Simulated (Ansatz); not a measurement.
An Ansatz (a quantum-chemistry and plane-wave program) input (PBEsol, PAW, 420 eV (Ansatz; scalar-relativistic without spin-orbit coupling)):

Ansatz 0.2 input:
```yaml
crystal:
  lattice:
    - [2.5011003412, 1.4440109552, 4.5243432531]
    - [-2.5011003412, 1.4440109552, 4.5243432531]
    - [0, -2.8880219105, 4.5243432531]
  atoms:
    - { symbol: Zn, position: [0.5, 0.5, 0.5] }
    - { symbol: Pd, position: [0, 0, 0] }
    - { symbol: F, position: [0.2404542111, 0.8982865797, 0.6152490154] }
    - { symbol: F, position: [0.7595457889, 0.1017134203, 0.3847509846] }
    - { symbol: F, position: [0.6152490154, 0.2404542111, 0.8982865797] }
    - { symbol: F, position: [0.3847509846, 0.7595457889, 0.1017134203] }
    - { symbol: F, position: [0.8982865797, 0.6152490154, 0.2404542111] }
    - { symbol: F, position: [0.1017134203, 0.3847509846, 0.7595457889] }
basis: { ecutwfc: 420, ecutrho_ratio: 4, xc_grid: 2, fft_grid_basis: typed }
kpoints: { mp_grid: { grid: [8, 8, 8] } }
hamiltonian:
  xc: pbesol
  dispersion: none
  pseudopotentials: { kind: paw }
scf: { occupations: { method: fermi_dirac, width: 0.05 }, convergence: { dr2_threshold: 0.0000000008 } }
output: { forces: true, stress: true }
```

Which symmetry and how many k-points will the program report, and about how many plane waves at Γ?

Space group R-3 (ITA 148) with 6 operations, k-points 90 of 512, and 1899 plane waves at Γ.

Stability against distortions was not tested. The cell is ZnPdF$_{6}$ (space group R-3, No. 148).
